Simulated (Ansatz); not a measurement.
The parent structure is BaZrO₃ in the cubic perovskite structure (space group Pm-3m, No. 221; a = 4.181 Å). Axes: x, y, z lie along the cube axes.

Structures relaxed with DFT with PBEsol, PAW potentials and a 420 eV plane-wave cutoff in Ansatz (an electronic-structure program), without spin-orbit coupling.

Base:

Simulated powder pattern, Cu Kα1, λ = 1.54056 Å (kinematic, ideal powder, no thermal factors, no anomalous dispersion; the 8 strongest lines at most, above 2 %, up to 2θ = 90°):

```
2θ (°)  I/Imax (%)    hkl
------  ----------  -----
30.21          100  (110)
37.22          6.9  (111)
43.25           32  (200)
53.66           40  (211)
62.82           20  (220)
71.27           17  (310)
79.32          6.5  (222)
87.16           22  (321)
```

It is then changed as follows: biaxial strain −1.20 %, plane normal [001], relaxed out of plane (Cartesian); in-plane vectors clamped, the third vector and the atoms free.

Q: Predict the new powder pattern.

A: 
Simulated powder pattern, Cu Kα1, λ = 1.54056 Å (kinematic, ideal powder, no thermal factors, no anomalous dispersion; the 8 strongest lines at most, above 2 %, up to 2θ = 90°):

```csv
2θ (°),I/Imax (%),hkl
30.30,100,(101)
30.58,49,(110)
42.96,16,(002)
43.80,31,(200)
53.65,20,(112)
54.18,39,(211)
63.02,19,(202)
87.20,11,(213)
```

The indices refer to the base's conventional cell; one index is shown for lines that coincide. The space group is now P4/mmm (No. 123).

Stability against distortions was not tested.
